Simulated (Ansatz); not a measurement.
Levels about the gap of amorphous In₉Ga₉Zn₉O₃₅F₂ (64 atoms in a cell of 844 Å³, 5.60 g/cm³; zone centre alone, so wide bands show as single levels with stretches between that a denser mesh fills), at the geometry that PBE relaxed, where it gives 0.1 GPa on a denser mesh. Exact exchange is cut at the faces of this small cell, which leaves a finite-size error. The participation number counts the atoms over which a state spreads; weights are charges in smoothed Voronoi cells. The levels come from a single point, so bond lengths are those of that geometry. Method of the levels: HSE06, scalar-relativistic without spin-orbit coupling (Ansatz, a program for electronic structure). Sampling: the zone centre alone; Fermi-Dirac width 0.02 eV; no spin polarisation.

It comes from a melt-quench run on a machine-learned potential (CHGNet), relaxed afterwards by DFT. O and F atoms were pushed apart under 1.9 Å during the dynamics, to hinder bonds among them. The hot cell started wider than the set density and was brought back towards it in steps. It is the lowest in DFT energy of 2 quenches. It is a model cell: composition and starting density were chosen by hand, and all elements were melted together. No dispersion term was used. Its density started from a set value of 5.84 and ended at 5.60 g/cm³. The simulated quench (nominally 210 K/ps over its main leg) is rapid and tends to freeze in more defects than a deposited or slowly cooled glass has. One small periodic cell is one sample of the glass; other quenches scatter about these values. Volume and shape were free in the relaxation.

| E - E(highest filled), eV | filling | participation number | largest on | weight O | weight In | weight Zn | weight Ga |
|---|---|---|---|---|---|---|---|
| -0.26 | filled | 8.8 | O, 3 neighbours | 0.90 | 0.02 | 0.06 | 0.01 |
| -0.25 | filled | 16.4 | O, 3 neighbours | 0.89 | 0.03 | 0.06 | 0.01 |
| -0.20 | filled | 16.2 | O, 3 neighbours | 0.87 | 0.02 | 0.08 | 0.01 |
| -0.16 | filled | 14.0 | O, 3 neighbours | 0.88 | 0.04 | 0.07 | 0.01 |
| -0.08 | filled | 14.0 | O, 3 neighbours | 0.87 | 0.02 | 0.09 | 0.01 |
| -0.08 | filled | 8.6 | O, 3 neighbours | 0.88 | 0.03 | 0.08 | 0.01 |
| 0.00 | filled | 15.9 | O, 3 neighbours | 0.85 | 0.02 | 0.11 | 0.01 |
| 2.59 | empty | 55.2 | In, 5 neighbours | 0.48 | 0.25 | 0.14 | 0.11 |
| 5.13 | empty | 32.4 | In, 6 neighbours | 0.55 | 0.32 | 0.07 | 0.05 |
| 5.45 | empty | 31.5 | In, 6 neighbours | 0.55 | 0.25 | 0.10 | 0.09 |
| 5.54 | empty | 35.9 | In, 6 neighbours | 0.55 | 0.28 | 0.09 | 0.08 |
| 5.87 | empty | 38.4 | In, 5 neighbours | 0.56 | 0.22 | 0.14 | 0.06 |
| 6.08 | empty | 19.2 | In, 5 neighbours | 0.49 | 0.25 | 0.13 | 0.06 |
| 6.17 | empty | 25.6 | In, 5 neighbours | 0.53 | 0.25 | 0.11 | 0.09 |

Most localised among these is the filled level at -0.08 eV, on a O atom, which has 3 neighbours (In 2.09 Å, In 2.09 Å, In 2.24 Å).
